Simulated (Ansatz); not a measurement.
An Ansatz (an electronic-structure program) run: CoSi2 with a change (isotropic strain −5.30 %); plane-wave PAW DFT at the PBE level (Ansatz, 420 eV), no spin-orbit coupling, earlier PAW set.

Input:

Ansatz 0.2 input:
```yaml
crystal:
  lattice:
    - [0, 2.538507902, 2.538507902]
    - [2.538507902, 0, 2.538507902]
    - [2.538507902, 2.538507902, 0]
  atoms:
    - { symbol: Co, position: [0, 0, 0] }
    - { symbol: Si, position: [0.25, 0.25, 0.25] }
    - { symbol: Si, position: [0.75, 0.75, 0.75] }
basis: { ecutwfc: 420, ecutrho_ratio: 4, xc_grid: 2, fft_grid_basis: typed }
kpoints: { mp_grid: { grid: [19, 19, 19] } }
hamiltonian:
  xc: pbe
  dispersion: none
  pseudopotentials: { azcp: { folder: ./paw }, kind: paw }
scf: { occupations: { method: fermi_dirac, width: 0.1 }, convergence: { dr2_threshold: 0.0000000003 } }
relax: { f_tol: 0.005, max_steps: 50 }
output: { forces: true, stress: true }
checkpoint: { write: state.ck, write_every: 1000 }
```

Output (explanatory and most iteration lines left out):

```
Relaxation: its limit of steps is 50 (relax.max_steps)
Pseudopotential: Co, paw, valence charge 17
Pseudopotential: Si, paw, valence charge 4
Crystal: 3 atoms, lattice volume = 32.716 Å³
Basis set: ecut = 420 eV, 609 PW (Γ), exchange–correlation on 48×48×48 points (8 copies of the dense FFT grid, shifted against one another)
Bands: 17, of which v1, the nominal top of the filled ones, is band 13 counted from 1 (12 counted from 0)
Symmetry: 48 space group operations
Space group: Fm-3m (ITA 225), of the structure as read, at distance tolerance 3.2e-5 Å
k-points: 220 of 6859
Functional: x = pbe(κ = 0.804, μ = 0.2195149727645171), c = pbe(β = 0.06672455060314922)
SCF iter   1: F=—  HF=-6399.652747 eV  |F-HF|=—  |Δ(HF+E_count)|=         —  Δρ=1.36e-1  dr2=6.54e0  ethr=3.10e-3  ⟨swp⟩=5.4  Hψ=19739  notcnv=0
SCF iter   2: F=—  HF=-6398.986312 eV  |F-HF|=—  |Δ(HF+E_count)|=   6.66e-1  Δρ=6.03e-2  dr2=1.74e0  ethr=3.10e-3  ⟨swp⟩=2.6  Hψ=7861  notcnv=0  defer=13
SCF 1 converged in 10 iterations: F = -6398.537477 eV  dr2 = 4.00e-12
relax step   1: F+E_penalty+E_count = -6398.53747677 eV  Δ(F+E_penalty+E_count) = +0.000e0 eV  max|allowed force component| = 2.236e-17 eV/Å  Δτ_max = 0.0000 Å  (10 SCF iters, accepted)
SCF converged after 10 iterations
Free energy (F): -6398.537477 eV
Internal energy: -6398.508737 eV  (E = F + TS)
E sigma→0 (E₀):  -6398.523107 eV
Entropy (-TS):   -0.028739 eV (-9.580 meV/atom)
Fermi energy:    15.662986 eV
--- Forces (eV/Å), atoms counted from 1 ---
  atom   1  Co    -0.00000000    -0.00000000    -0.00000000
  atom   2  Si     0.00000000     0.00000000     0.00000000
  atom   3  Si    -0.00000000     0.00000000    -0.00000000
--- Stress (GPa, compression-positive) ---
       42.069569      -0.000000      -0.000000
        0.000000      42.069569      -0.000000
       -0.000000      -0.000000      42.069569
  P = ⅓ Tr σ = 42.0696 GPa (420.696 kbar)
--- Relaxed structure (1 steps of the walk, 1 accepted, 0 SCFs on fresh bases) ---
  atoms:
    - { symbol: Co, position: [0.0, 0.0, 0.0] }
    - { symbol: Si, position: [0.24999999999999997, 0.24999999999999997, 0.24999999999999997] }
    - { symbol: Si, position: [0.7499999999999999, 0.7499999999999999, 0.7499999999999999] }
```

Whether these cells are dynamically stable was not tested. All final runs are without spin polarisation. The cell was made from CoSi2 (space group Fm-3m, No. 225; non-magnetic) by this change: isotropic strain −5.30 %.
